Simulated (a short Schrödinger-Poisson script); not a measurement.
Structure: gated Al0.2Ga0.8As/GaAs modulation-doped gas in a quantum well, at 20 K.

| layer | material | thickness (nm) | Nd (cm⁻³) | Na (cm⁻³) |
|---|---|---|---|---|
| 1 | Al0.2Ga0.8As | 30 | - | - |
| 2 | Al0.2Ga0.8As | 10 | 2.1e18 | - |
| 3 | Al0.2Ga0.8As | 20 | - | - |
| 4 | GaAs | 20 | - | - |
| 5 | Al0.2Ga0.8As | 4000 | - | 2e15 |

The device is made up for the run: typed textbook-type constants, with dimensions and the other settings drawn at random. Al0.2Ga0.8As: permittivity 12.33, conduction-band edge (eV) 0.158, gap (eV) 1.673, electron mass (mₑ) 0.0836, Nv at 300 K (cm⁻³) 9e18. GaAs: permittivity 12.9, conduction-band edge (eV) 0, gap (eV) 1.424, Nv at 300 K (cm⁻³) 9e18.

Channel valleys (confinement mass, in-plane density-of-states mass, number): Γ 0.067, 0.067, 1. At the gate the conduction-band edge of layer 1 lies 0.91 eV − eVg above the Fermi level of the channel; the field vanishes at the back. Donor level 0.05 eV below the band edge. The barrier under the gate holds no holes. Gaps are held at their typed values at every temperature. Mesh 0.08 nm at interfaces.

From a short Schrödinger-Poisson script (our own, NumPy): 1D Poisson equation in equilibrium, electrons quantum, Hartree plus LDA exchange-correlation (BenDaniel-Duke, 40 states a valley, the channel's in-plane mass for all, wave functions free to enter the barrier), parabolic valleys, classical holes, donors ionised by Fermi statistics, acceptors fully, no traps, pinning or gate leakage.

The same stack at other levels of the model or other numerical settings:

```csv
run,sheet density of all electrons at Vg = 0.5 V (cm⁻²),sheet density of all electrons at Vg = 0 V (cm⁻²),capacitance at Vg = 0.5 V (μF/cm²),centroid of the channel electrons at Vg = 0.5 V (nm),rough cost against the base
base,4.71e10,4.19e10,0.324,6.58,about 1
"electrons treated as classical, Boltzmann",1.17e11,1.09e11,0.324,0.58,0.010
"electrons treated as classical, Fermi-Dirac",7.65e10,?,0.324,?,0.05
"electrons treated as quantum, Hartree",?,3.24e10,0.324,6.70,0.5
mesh six times as coarse,4.72e10,4.19e10,0.324,6.55,0.2
one subband a valley,4.71e10,4.19e10,0.324,6.58,0.2
```

Problem. Fill in the missing entries.

Solution. 
- electrons treated as classical, Fermi-Dirac, sheet density of all electrons at Vg = 0 V (cm⁻²): 7.15e10
- electrons treated as quantum, Hartree, sheet density of all electrons at Vg = 0.5 V (cm⁻²): 3.70e10
- electrons treated as classical, Fermi-Dirac, centroid of the channel electrons at Vg = 0.5 V (nm): 2.17

The classical rows ignore confinement, and Boltzmann statistics overrate the density once the band edge passes the Fermi level.
